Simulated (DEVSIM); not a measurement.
System: Au/La2O3/SiO2/n-Si capacitor, at 300 K.

Layer 1 from the left is La2O3, thickness (nm) 4.30. Layer 2 from the left is SiO2, thickness (nm) 0.640. Layer 3 from the left is Si, thickness (nm) 720, Nd (cm⁻³) 1.3e17.

Metal gate on the left, work function 5.1 eV. Fixed charge at the semiconductor interface 4.7e11 cm⁻² (in units of +e); no interface traps.

This is a model device: material constants are rounded textbook-type values typed into the input, and sizes, dopings and lifetimes were drawn at random. Values at 300 K.

La2O3: gap (eV) 5.8, affinity (eV) 1.8, permittivity 27. SiO2: gap (eV) 9, affinity (eV) 0.9, permittivity 3.9. Si: gap (eV) 1.124, affinity (eV) 4.05, permittivity 11.7, Nc (cm⁻³) 2.86e19, Nv (cm⁻³) 3.1e19.

### Question
Estimate by hand the flat-band voltage, the threshold voltage, and compare with a numerical solution.

### Answer

- Flat-band voltage: C = 2.74 μF/cm², work-function difference 0.911 V; VFB = φms − qNf/C = 0.88 V; numerical 0.88 V.
- Threshold voltage: φF = 0.422 V, depletion charge √(4εqNφF) = 1.91e-7 C/cm²; VT = VFB − 2φF − Qd/C = -0.03 V; numerical -0.03 V.

Model (solved in DEVSIM): 1D Poisson equation in equilibrium, Boltzmann statistics, complete ionisation; no quantum confinement or tunnelling. Metal contacts follow the ideal Schottky-Mott rule: no Fermi-level pinning, no interface dipoles.
